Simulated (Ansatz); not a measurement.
Results of r²SCAN-D4 in Ansatz (plane waves, PAW) for cubic perovskite KNiF₃.

Settings: plane-wave cutoff 560 eV, 8×8×8 k mesh, Fermi–Dirac smearing 0.01 eV, spin-polarised with parallel moments, scalar-relativistic PAW data made under PBE.

Cell (relaxed at this level):

```
KNiF3
1.0
    4.00031     0.00000     0.00000
    0.00000     4.00031     0.00000
    0.00000     0.00000     4.00031
K Ni F
1 1 3
Cartesian
  0.00000   0.00000   0.00000
  2.00016   2.00016   2.00016
  2.00016   0.00000   2.00016
  0.00000   2.00016   2.00016
  2.00016   2.00016   0.00000
```
Starting moments (μB, in the order of the record's atoms K Ni F F F): 0.0 2.0 0.0 0.0 0.0.

Give the computed band gap, smallest direct gap on the k points sampled and direct gap at Γ.


- band gap: 2.47 eV (indirect)
- smallest direct gap on the k points sampled: 2.75 eV
- direct gap at Γ: 3.43 eV

Note: the magnetic order was assumed, not searched for or taken from measurement; without U or exact exchange, gaps and moments of open d shells tend to come out too small.

It cost about 7 core-minutes (a rough figure) of CPU time.

Ansatz is an electronic-structure program.
